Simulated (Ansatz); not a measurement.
System: interstitial O in monoclinic HfO2 (charge state -2). The step: a concerted move, in which O travels most; the atom moves 1.56 Å along (0.22, 0.13, 0.20) of the unit cell; the moving atom starts with neighbours Hf at 2.08, Hf at 2.14, Hf at 2.16; O at 2.35, O at 2.40, O at 2.53, O at 2.60, O at 2.63 Å and ends with Hf at 2.08, Hf at 2.14, Hf at 2.16; O at 2.35, O at 2.40, O at 2.53, O at 2.60, O at 2.63 Å. A PBE band in Ansatz (plane-wave PAW, the Γ point alone, 96 host sites, 33 SCF runs with any check of the saddle's order, static, no finite-size correction) gives a forward barrier of 0.52 eV. The saddle point's order was not checked. The charge state is imposed; whether it is stable for some Fermi level was not computed. Sites that were not tried may lie lower.

Single points at the band's start and saddle point can refine it. Rough cost of one point, in units of the band's mean SCF on the same machine:

```json
[
 {"Level": "PBE, a 2×2×2 k-point mesh shifted by half a step", "Cost of one point": "about 10"},
 {"Level": "r2SCAN at 500 eV, the Γ point alone", "Cost of one point": "about 2"}
]
```

Problem. Which of these move the barrier by more than 0.1 eV, and how far does each move it?

Solution. Not one does. PBE, a 2×2×2 k-point mesh shifted by half a step: +0.02 eV; r2SCAN at 500 eV, the Γ point alone: 0.00 eV. Each functional is compared with PBE at the same k-points.

Ansatz is a quantum-chemistry and plane-wave program.
